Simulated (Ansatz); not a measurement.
We consider BN (model structure, P6₂22, No. 180, 6 atoms in the cell), described by r²SCAN (Ansatz, a quantum-chemistry and plane-wave program, plane waves, PAW).

Settings: plane-wave cutoff 560 eV, 18×18×6 k mesh (along the axes of the cell as run), Fermi–Dirac smearing 0.01 eV, scalar-relativistic PAW data made under PBE.

Cell (relaxed with PBE-D3(BJ)):

```yaml
crystal:
  lattice:
    - [2.59520, 0.00000, 0.00000]
    - [-1.29760, 2.24751, 0.00000]
    - [0.00000, 0.00000, 5.79941]
  atoms:
    - { symbol: B, position: [0.50000, 0.00000, 0.66667] }
    - { symbol: B, position: [0.00000, 0.50000, 0.33333] }
    - { symbol: B, position: [0.50000, 0.50000, 0.00000] }
    - { symbol: N, position: [0.50000, 0.00000, 0.16667] }
    - { symbol: N, position: [0.00000, 0.50000, 0.83333] }
    - { symbol: N, position: [0.50000, 0.50000, 0.50000] }
```

Task: Estimate the band gap, smallest direct gap on the k points sampled and direct gap at Γ that the calculation returns.

Result: 
* **band gap**: 4.24 eV (indirect)
* **smallest direct gap on the k points sampled**: 6.94 eV
* **direct gap at Γ**: 7.42 eV

Note: the relaxation could raise the start's symmetry but not lower it, so the cell can be a saddle point; cell and atoms aren't relaxed at this level (pressure 3.0 GPa).

The computed numbers hold no vibrational or temperature effects.

It cost roughly 40 core-seconds of CPU time.

A model structure was made by putting elements into a prototype or built by hand; it is no filed structure, need not be a known phase, and can be a saddle point held by its symmetry.
